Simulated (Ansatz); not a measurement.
Take TiC in the rock salt structure (space group Fm-3m, No. 225; a = 4.328 Å; relaxed with 0.1 eV smearing) as the base. Axes: x, y, z lie along the cube axes.

Level of theory: r2SCAN (Ansatz, an electronic-structure program), scalar-relativistic without spin-orbit coupling.

Strains are applied to the cell and any free atomic positions relax; under biaxial strain the out-of-plane vector relaxes too.

One change was made to it. Results:

The pressure (mean of the normal stresses, compression positive) goes from zero to -8.6 GPa; the shortest interatomic distance drops by 0.025 Å (2.164 Å → 2.139 Å).

Problem. Which change produced these results?
A. biaxial strain +2.50 %, plane normal [001], relaxed out of plane
B. biaxial strain +1.00 %, plane normal [001], relaxed out of plane
C. biaxial strain +0.50 %, plane normal [001], relaxed out of plane
D. biaxial strain +1.50 %, plane normal [001], relaxed out of plane

Solution. A, biaxial strain +2.50 %, plane normal [001], relaxed out of plane. For comparison, the pressure in the other runs: biaxial strain +1.00 %, plane normal [001], relaxed out of plane gives -3.7 GPa; biaxial strain +1.50 %, plane normal [001], relaxed out of plane gives -5.5 GPa; biaxial strain +0.50 %, plane normal [001], relaxed out of plane gives -1.9 GPa.

No phonon test of stability was made. All final runs are without spin polarisation.
